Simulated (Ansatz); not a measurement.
## Input and output of a self-consistent single point for the (001) slab of PdIn (cut from a parent of space group no. 221; 6 atoms in the cell) (Ansatz)

Computed with LDA (PW92), default PAW files made with PBE (plane waves; Ansatz, a program for electronic structure).

This input was run:

Ansatz 0.2 input:
```yaml
crystal:
  lattice:
    - [3.268525, 0.000000, 0.000000]
    - [0.000000, 3.268525, 0.000000]
    - [0.000000, 0.000000, 22.125000]
  atoms:
    - { symbol: In, position: [0.500000, 0.500000, 0.316384] }
    - { symbol: In, position: [0.500000, 0.500000, 0.463277] }
    - { symbol: In, position: [0.500000, 0.500000, 0.610169] }
    - { symbol: Pd, position: [0.000000, 0.000000, 0.389831] }
    - { symbol: Pd, position: [0.000000, 0.000000, 0.536723] }
    - { symbol: Pd, position: [0.000000, 0.000000, 0.683616] }
basis:
  ecutwfc: 420.0
kpoints:
  mp_grid: { grid: [11, 11, 1] }
hamiltonian:
  xc: lda
  pseudopotentials: { kind: paw }
efield:
  axis: 3
  dipole_correction: true
scf:
  occupations: { method: cold, width: 0.05 }
output:
  forces: true
  eigenvalues: true
```

Output (repeated stretches shortened):

```
WARN ansatz: RAYON_NUM_THREADS=1 ignored (pool sized by the plan → 1); use --threads N
Pseudopotentials: kind: paw
Pseudopotential: In, paw, valence charge 13
Pseudopotential: Pd, paw, valence charge 18
Crystal: 6 atoms, lattice volume = 236.367 Å³
Basis set: ecut = 420 eV, 4681 PW (Γ)
Bands: 56, of which v1, the nominal top of the filled ones, is band 47 counted from 1 (46 counted from 0)
Symmetry: 8 space group operations
Space group: P4mm (ITA 99), of the structure as read, at distance tolerance 6.2e-5 Å
k-points: 21 of 121
PAW frozen core: In, regenerated for the run's functional, and the local potential with it
PAW frozen core: Pd, regenerated for the run's functional, and the local potential with it
Initial density: superposition of atomic densities (neutral atoms: chi_scale 0, normalization atom), corrected by the library's trained network
Initial wavefunctions: pseudopotential atomic-orbital guess
Eigensolver: davidson
Functional: x = slater, c = lda
SCF iter   1: F=—  HF=-36906.094651 eV  |F-HF|=—  |Δ(HF+E_count)|=         —  Δρ=9.63e-3  dr2=5.59e-1  ethr=1.77e-3  p=-0.029 e·Å  D=-2.22e-2 V/Å  ΔV_dip=0.49 eV  dr2_dipole=2.20e-1  V_vac-E_F(+/−)=5.02/4.53 eV  ⟨swp⟩=9.1  Hψ=5482  notcnv=0  defer=9
all-band conjugate gradients solve this SCF's bands
efield: sawtooth ramp at fractional position 0.9500 (placed from the atoms, in the widest stretch of the axis that holds none …
preconditioner: auto → LDOS
SCF iter   2: F=—  HF=-36906.061957 eV  |F-HF|=—  |Δ(HF+E_count)|=   3.27e-2  S|Δr|=    0.00e0  Δρ=5.42e-3  dr2=1.16e-1  ethr=6.01e-4  p=-0.035 e·Å  D=-2.66e-2 V/Å  ΔV_dip=0.59 eV  dr2_dipole=4.63e-2  V_vac-E_F(+/−)=5.12/4.53 eV  ⟨swp⟩=2.2  Hψ=2227  [...]
SCF iter   3: F=—  HF=-36906.043450 eV  |F-HF|=—  |Δ(HF+E_count)|=   1.85e-2  S|Δr|=    0.00e0  Δρ=3.03e-3  dr2=4.90e-2  ethr=1.25e-4  p=-0.034 e·Å  D=-2.63e-2 V/Å  ΔV_dip=0.58 eV  dr2_dipole=2.00e-2  V_vac-E_F(+/−)=5.08/4.49 eV  ⟨swp⟩=2.0  Hψ=1972  [...]
SCF iter   4: F=—  HF=-36906.037555 eV  |F-HF|=—  |Δ(HF+E_count)|=   5.90e-3  S|Δr|=    0.00e0  Δρ=6.08e-4  dr2=5.12e-3  ethr=5.27e-5  p=-0.036 e·Å  D=-2.75e-2 V/Å  ΔV_dip=0.61 eV  dr2_dipole=3.07e-3  V_vac-E_F(+/−)=5.10/4.49 eV  ⟨swp⟩=2.0  Hψ=1944  [...]
SCF iter   5: F=—  HF=-36906.037338 eV  |F-HF|=—  |Δ(HF+E_count)|=   2.16e-4  S|Δr|=    0.00e0  Δρ=2.79e-4  dr2=4.31e-4  ethr=5.51e-6  p=-0.036 e·Å  D=-2.73e-2 V/Å  ΔV_dip=0.60 eV  dr2_dipole=4.10e-5  V_vac-E_F(+/−)=5.10/4.50 eV  ⟨swp⟩=2.3  Hψ=1677  [...]
SCF iter   6: F=—  HF=-36906.037300 eV  |F-HF|=—  |Δ(HF+E_count)|=   3.85e-5  S|Δr|=    0.00e0  Δρ=1.18e-4  dr2=9.75e-5  ethr=4.64e-7  p=-0.035 e·Å  D=-2.70e-2 V/Å  ΔV_dip=0.60 eV  dr2_dipole=3.33e-6  V_vac-E_F(+/−)=5.09/4.50 eV  ⟨swp⟩=2.0  Hψ=1815  [...]
SCF iter   7: F=—  HF=-36906.037341 eV  |F-HF|=—  |Δ(HF+E_count)|=   4.17e-5  S|Δr|=    0.00e0  Δρ=4.90e-5  dr2=2.35e-5  ethr=1.05e-7  p=-0.035 e·Å  D=-2.69e-2 V/Å  ΔV_dip=0.59 eV  dr2_dipole=5.96e-6  V_vac-E_F(+/−)=5.09/4.50 eV  ⟨swp⟩=2.3  Hψ=1919  [...]
SCF iter   8: F=—  HF=-36906.037341 eV  |F-HF|=—  |Δ(HF+E_count)|=   6.01e-7  S|Δr|=    0.00e0  Δρ=1.59e-5  dr2=2.39e-6  ethr=2.53e-8  p=-0.035 e·Å  D=-2.68e-2 V/Å  ΔV_dip=0.59 eV  dr2_dipole=4.42e-8  V_vac-E_F(+/−)=5.09/4.50 eV  ⟨swp⟩=1.6  Hψ=1424  [...]
SCF iter   9: F=—  HF=-36906.037341 eV  |F-HF|=—  |Δ(HF+E_count)|=   1.97e-7  S|Δr|=    0.00e0  Δρ=6.28e-6  dr2=1.89e-7  ethr=2.57e-9  p=-0.035 e·Å  D=-2.68e-2 V/Å  ΔV_dip=0.59 eV  dr2_dipole=1.46e-8  V_vac-E_F(+/−)=5.09/4.50 eV  ⟨swp⟩=2.1  Hψ=1598  [...]
SCF iter  10: F=-36906.037341 eV  HF=-36906.037341 eV  |F-HF|=1.57e-8  |Δ(HF+E_count)|=   1.00e-8  S|Δr|=    0.00e0  Δρ=2.30e-6  dr2=2.25e-8  ethr=1.08e-10  p=-0.035 e·Å  D=-2.68e-2 V/Å  ΔV_dip=0.59 eV  dr2_dipole=2.14e-9  V_vac-E_F(+/−)=5.09/4.50 [...]
SCF 1 converged in 10 iterations: F = -36906.037341 eV  dr2 = 2.25e-8
SCF converged after 10 iterations
Stability not checked (fill_not_monotonic)
Free energy (F): -36906.037341 eV
Harris-Foulkes:  -36906.037341 eV  (|F-HF|=1.57e-8)
Internal energy: -36906.036825 eV  (E = F + TS)
E sigma→0 (E₀):  -36906.037169 eV
Entropy (-TS):   -0.000516 eV (-0.086 meV/atom)
Fermi energy:    4.587214 eV
Dipole field:    D = -0.026894 V/Å  (p = -0.035131 e·Å, saw-weighted, corrected)
Work function:   Φ+ = 5.0911 eV   Φ− = 4.4961 eV
Levels:          The Fermi level and band energies are counted from a zero that moves with the ramp; work functions are not
--- Per-component energies (eV) ---
  E_band       = -1530.648803
  E_kinetic    = 2277.057874
  E_local      = -94329.820123  (includes V_loc(G=0)·N_el)
  E_nonlocal   = 1782.483091
  E_hartree    = 45793.754310
  E_xc         = -1142.181612
  E_vxc        = -935.559906  (∫ρ·V_xc dr)
  E_paw        = -22919.102016  (= ΣΔE_a)
  E_vpaw       = -1912.633803  (= ΣTr[D̂ρ^β])
  E_aug_tail   = 0.000676  (compensation charges beyond the density's cutoff)
  E_efield     = 0.000472  (sawtooth field / dipole correction)
  E_vefield    = 0.328720  (∫n·V_field dr)
  E_ewald      = 31628.874692
  E_core_change = 2.895811  (= ΣΔE_core)
  E_smearing   = -0.000516  (= −TS)
  E_closure    = -0.000000  (closes the sum)
  Σ components = -36906.037341   (vs F -36906.037341, Δ=0.00e0)
--- Forces (eV/Å), atoms counted from 1 ---
  atom   1  In    -0.00000000     0.00000000     0.08035753
  atom   2  In    -0.00000000     0.00000000    -0.06850847
  atom   3  In    -0.00000000     0.00000000     1.27652014
  atom   4  Pd     0.00000000     0.00000000     0.27483168
  atom   5  Pd     0.00000000     0.00000000    -0.11728965
  atom   6  Pd     0.00000000     0.00000000    -1.44581963
  max |Σ_I F_I| component: 9.16e-5 eV/Å
--- Band table (eV; the first three rows and the last of 21) ---
  k-point 0: bands = ["-79.8060", "-79.7501", "-78.7902", "-45.6246", "-45.6246", "-45.5947", "-45.5642", "-45.5642", "-45.5461", "-44.5984", "-44.5984", "-44.5879", "-10.2728", "-10.1692", "-10.0129", "-9.9866", "-9.9377", "-9.9377", "-9.8683", [...]
  k-point 1: bands = ["-79.8059", "-79.7499", "-78.7901", "-45.6272", "-45.6244", "-45.5945", "-45.5667", "-45.5640", "-45.5458", "-44.6009", "-44.5982", "-44.5876", "-10.2530", "-10.1568", "-9.9930", "-9.9683", "-9.9540", "-9.9386", "-9.8799", [...]
  k-point 2: bands = ["-79.8056", "-79.7496", "-78.7897", "-45.6341", "-45.6239", "-45.5938", "-45.5736", "-45.5634", "-45.5452", "-44.6074", "-44.5977", "-44.5871", "-10.2152", "-10.1091", "-10.0017", "-9.9470", "-9.9411", "-9.9262", "-9.9108", [...]
  k-point 20: bands = ["-79.8030", "-79.7471", "-78.7872", "-45.6533", "-45.6533", "-45.5929", "-45.5929", "-45.5892", "-45.5407", "-44.6260", "-44.6260", "-44.5829", "-10.2038", "-10.0974", "-10.0953", "-9.9611", "-9.9364", "-9.8762", "-9.8028", [...]
```

The run converged in 10 iterations.

The starting cell has typed, rounded lattice constants, without a prior relaxation at this level. The slab is cut from that crystal, and its faces are unrelaxed. Its lattice was rescaled in the plane by a random factor within 2.5 % of one. Spin polarisation is off. Forces in this geometry exceed 1 eV/Å.
